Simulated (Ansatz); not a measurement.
Consider the following.

```
CELL_PARAMETERS angstrom
      4.06983     0.00000     0.00000
      0.00000     4.06983     0.00000
      0.00000     0.00000     6.40537
ATOMIC_POSITIONS crystal
  Cu 0.50000 0.50000 0.00000
  Cu 0.00000 0.00000 0.00000
  I  0.50000 0.00000 0.26357
  I  0.00000 0.50000 0.73643
```

The numbers are results of r2SCAN+D4 with spin-orbit coupling, rigid bands (plane waves, PAW; Ansatz, a quantum-chemistry and plane-wave program), not measurements. How the cell was made: cell and atoms relaxed with r2SCAN+d4.

Predict the hole conductivity mass (n e² τ/σ) at 300 K, by direction if it differs.

0.57 (x), 0.57 (y), 1.21 (z) mₑ.

Predict the electron conductivity mass (n e² τ/σ) at 300 K, by direction if it differs.

0.24 (x), 0.24 (y), 0.25 (z) mₑ.

And the band gap?

1.89 eV at this level; semilocal functionals usually fall short of the measured gap.

Rigid bands, one relaxation time for all states, no polarons. Geometry: cell and atoms relaxed with r2SCAN+D4.

Computed structure with no diffraction record at hand here (it may be known, metastable or hypothetical): CuI (P4/nmm).
